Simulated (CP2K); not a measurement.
CP2K run on Br (Cmce, 4 atoms in the cell): self-consistent single point.

Method: CP2K 2026.2 with PBEsol, GPW, DZVP-MOLOPT-SR-GTH basis, GTH-PBE potentials (GTH_POTENTIALS).

```
CELL_PARAMETERS angstrom
      4.04596     0.00000     0.00000
     -1.53032     3.74539     0.00000
      0.00000     0.00000     8.78191
ATOMIC_POSITIONS crystal
  Br 0.86100 0.86100 0.88900
  Br 0.63900 0.63900 0.38900
  Br 0.36100 0.36100 0.61100
  Br 0.13900 0.13900 0.11100
```

Reference input (self-consistent single point, DFT PBE, GPW, DZVP-MOLOPT-SR-GTH basis, GTH-PBE potentials (GTH_POTENTIALS)): CUTOFF = 400 Ry; REL_CUTOFF = 40 Ry; SMEAR/METHOD = FERMI_DIRAC; ELECTRONIC_TEMPERATURE = 232.09 K; KPOINTS/SCHEME = MONKHORST-PACK 5 5 2; GAMMA_CENTERED = T; XC_FUNCTIONAL = PBE; Br/BASIS_SET = DZVP-MOLOPT-SR-GTH; Br/POTENTIAL = GTH-PBE-q7; METHOD = GPW; EPS_DEFAULT = 1e-11; NGRIDS = 5. This run's input differs from it in these lines:

```diff
@@ -44,3 +44,6 @@
     &XC
-      &XC_FUNCTIONAL PBE
+      &XC_FUNCTIONAL
+        &PBE
+          PARAMETRIZATION PBESOL
+        &END PBE
       &END XC_FUNCTIONAL
```

Output (repeated stretches shortened):

```
 SCF WAVEFUNCTION OPTIMIZATION

  Step     Update method      Time    Convergence         Total energy    Change
     1 NoMix/Diag. 0.30E+00      -     0.61594390       -53.6772122098 -5.37E+01
     2 Broy./Diag. 0.30E+00      -     0.00534615       -53.7816181983 -1.04E-01
     3 Broy./Diag. 0.30E+00      -     0.01672193       -53.6310549438  1.51E-01
     4 Broy./Diag. 0.30E+00      -     0.00137749       -53.5329669747  9.81E-02
     5 Broy./Diag. 0.30E+00      -     0.00232891       -53.5149997773  1.80E-02
     6 Broy./Diag. 0.30E+00      -     0.00045011       -53.5028743403  1.21E-02
   [... 5 lines left out ...]
    12 Broy./Diag. 0.30E+00      -     0.00000455       -53.4960838146 -7.57E-05
    13 Broy./Diag. 0.30E+00      -     0.00000026       -53.4961265753 -4.28E-05
    14 Broy./Diag. 0.30E+00      -     0.00000040       -53.4961287997 -2.22E-06
    15 Broy./Diag. 0.30E+00      -     0.00000005       -53.4961267211  2.08E-06
  *** SCF run converged in    15 steps ***

  Overlap energy of the core charge distribution:               0.00000001300840
  Self energy of the core charge distribution:               -110.58115837536025
  Core Hamiltonian energy:                                     24.59371245825721
  Hartree energy:                                              42.68968561896416
  Exchange-correlation energy:                                -10.19836643599120
  Electronic entropic energy:                                  -0.00000000000000
  Fermi energy:                                                 0.04493943618725

  Total energy:                                               -53.49612672112168
  Total energy (extrapolated to T->0):                        -53.49612672112168

   [... lines left out ...]

 STRESS| Analytical stress tensor [bar]
 STRESS|                        x                   y                   z
 STRESS|      x        1.93172379105E+03   1.64743218834E+03  -5.33933700570E-04
 STRESS|      y        1.64743218834E+03   3.27796780360E+03  -7.78592564288E-04
 STRESS|      z       -5.33933700570E-04  -7.78592564288E-04   2.57452343766E+04
 STRESS| 1/3 Trace                                             1.03183086571E+04
```

The run converged in 15 iterations. Against the reference run the pressure goes from 2.45 to 1.03 GPa, the largest force goes from 1.087 to 1.132 eV/Å and the gap on the mesh goes from 1.626 to 1.572 eV.

The starting cell has typed, rounded lattice constants, without a prior relaxation at this level. Its lattice was rescaled by a random factor within 2.5 % of one. Values carry the incompleteness of an atom-centred basis. The potentials were made for another functional than the one used. Forces in this geometry exceed 1 eV/Å.
